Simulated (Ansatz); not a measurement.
The starting structures come from a database of crystals and need not be the phases stable at ambient conditions.

By PBEsol, the system below comes out a metal.

Here is the system:

```
CELL_PARAMETERS angstrom
      3.88487     0.00000     0.00000
     -1.94244     3.36440     0.00000
      1.94244     1.12147     3.10979
ATOMIC_POSITIONS crystal
  Si 0.50000 0.75000 0.75000
  Si 0.50000 0.25000 0.25000
  Ni 0.00000 0.00000 0.00000
```

The cell is strained (lengths across the current scaled by 1.02, ions clamped); by PBEsol it stands under a pressure of -5.4 GPa.

The current flows along the normal of the first two printed cell vectors, the (111) (indices of the unstrained crystal) plane of the conventional cell. No spin-orbit coupling; the value is a mean over 0.1 eV about the Fermi level.

Compute, with Ansatz (a quantum-chemistry and plane-wave program) with PBEsol, the ballistic conductance per area.

0.61 × 10¹⁵ S/m² for both spins.
